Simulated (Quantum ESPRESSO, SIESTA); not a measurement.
A Quantum ESPRESSO input for a self-consistent single point of NiS (P6_3/mmc, 4 atoms in the cell) (DFT, PBEsol, plane waves, PSlibrary ultrasoft (PBE) pseudopotentials):

```fortran
&CONTROL
   calculation = 'scf'
   prefix = 'run'
   outdir = './out'
   pseudo_dir = './'
   tprnfor = .true.
   tstress = .true.
/
&SYSTEM
   ibrav = 0
   nat = 4
   ntyp = 2
   ecutwfc = 50
   ecutrho = 300
   occupations = 'smearing'
   smearing = 'fd'
   degauss = 0.0073499
   input_dft = 'pbesol'
/
&ELECTRONS
   conv_thr = 1.0d-10
   mixing_beta = 0.4
/
ATOMIC_SPECIES
Ni    58.6934  Ni.pbe-n-rrkjus_psl.1.0.0.UPF
S     32.0600  S.pbe-n-rrkjus_psl.1.0.0.UPF
CELL_PARAMETERS {angstrom}
   3.34293787     0.00000000     0.00000000
  -1.67146893     2.89506912     0.00000000
   0.00000000     0.00000000     5.03733400
ATOMIC_POSITIONS {crystal}
Ni    0.00000000    0.00000000    0.50000000
Ni    0.00000000    0.00000000    0.00000000
S     0.33333333    0.66666667    0.75000000
S     0.66666667    0.33333333    0.25000000
K_POINTS {automatic}
15 15 9  0 0 0
```

Q: Give the SIESTA input for the same structure, mesh, smearing and functional.

A: One input that does it (others would too):

```
# files in the folder: Ni.psml S.psml (PseudoDojo PBEsol standard)
SystemName  NiS
SystemLabel NiS

NumberOfAtoms                4
NumberOfSpecies              2
%block ChemicalSpeciesLabel
  1 28 Ni
  2 16 S
%endblock ChemicalSpeciesLabel
LatticeConstant              1.0 Ang
%block LatticeVectors
     3.342938000    0.000000000    0.000000000
    -1.671468000    2.895069000    0.000000000
     0.000000000    0.000000000    5.037334000
%endblock LatticeVectors
AtomicCoordinatesFormat      Fractional
%block AtomicCoordinatesAndAtomicSpecies
     0.000000000    0.000000000    0.500000000  1
     0.000000000    0.000000000    0.000000000  1
     0.333333000    0.666667000    0.750000000  2
     0.666667000    0.333333000    0.250000000  2
%endblock AtomicCoordinatesAndAtomicSpecies

XC.functional                GGA
XC.authors                   PBEsol
PAO.BasisSize                DZP
PAO.EnergyShift              0.005 Ry
MeshCutoff                   400 Ry
%block kgrid.MonkhorstPack
   15   0   0  0.0
    0  15   0  0.0
    0   0   9  0.0
%endblock kgrid.MonkhorstPack
OccupationFunction           FD
ElectronicTemperature        1160.45 K

MaxSCFIterations             150
SCF.Mixer.Method             Pulay
SCF.Mixer.Weight             0.25
SCF.Mixer.History            6
SCF.DM.Tolerance             1.0E-04
Diag.ParallelOverK           true
WriteForces                  true
Charge.Mulliken              end
```

Basis, cutoffs, solver keys and any potentials are the target program's own. This input uses DFT, GGA PBEsol, numerical atomic orbitals DZP, PseudoDojo PBEsol standard norm-conserving potentials (rewritten from UPF to PSML). Both were run: pressure 8.40 GPa in Quantum ESPRESSO and 7.35 in SIESTA.

On Quantum ESPRESSO: the starting cell comes from a database of computed structures (which also holds hypothetical and non-ambient phases and stackings), without a prior relaxation at this level. Its lattice was rescaled by a random factor within 2.5 % of one. For this run, on top of that: lattice scaled by 0.98. Spin polarisation is off, so a magnetic state, if there is one, cannot be reached. With a pressure of about 8 GPa the cell is away from its equilibrium volume at this level.

On SIESTA: the starting cell comes from a database of computed structures (which also holds hypothetical and non-ambient phases and stackings), without a prior relaxation at this level. Its lattice was rescaled by a random factor within 2.5 % of one. For this run, on top of that: lattice scaled by 0.98. Spin polarisation is off, so a magnetic state, if there is one, cannot be reached. Values carry the incompleteness of an atom-centred basis. With a pressure of about 7 GPa the cell is away from its equilibrium volume at this level.
